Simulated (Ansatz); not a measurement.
# AlB2-type HfB₂

These are PBE-D3(BJ) (PAW; Ansatz, a first-principles code) values and carry that method's errors.

Run with plane-wave cutoff 520 eV, 24×24×16 k mesh (along the axes of the cell as run), Fermi–Dirac smearing 0.05 eV, scalar-relativistic PAW data made under PBE.

Cell (relaxed at this level):

HfB$_{2}$ has the hexagonal space group P6/mmm (No. 191), Pearson symbol hP3. Conventional cell: a = 3.122 Å, b = 3.122 Å, c = 3.455 Å, α = 90.00°, β = 90.00°, γ = 120.00°. Hf on 1a sees 12 B at 2.497 Å. B on 2d sees 3 B at 1.803 Å and 6 Hf at 2.497 Å. (Neighbours: up to the widest gap in distance over summed covalent radii, below 1.35, at either atom; cation-cation and far metal-metal contacts left out.)

| Item | Value |
|---|---|
| bulk modulus B0 | 259 GPa |
| band gap | zero (no gap) |
| pressure derivative B′ of the bulk modulus | 3.9 |

Measured, for comparison: bulk modulus 282 GPa (room temperature, not corrected to a static lattice, hydrostatic curve from radial diffraction; as tabulated in Experimental and computational studies of compression and deformation behavior …). Computed (rounded) less measured: bulk modulus -8 %.

Note: the bulk modulus comes from volumes at which shape and atoms were relaxed.

Spin–orbit coupling is not included.

Static lattice: no zero-point or thermal effects.
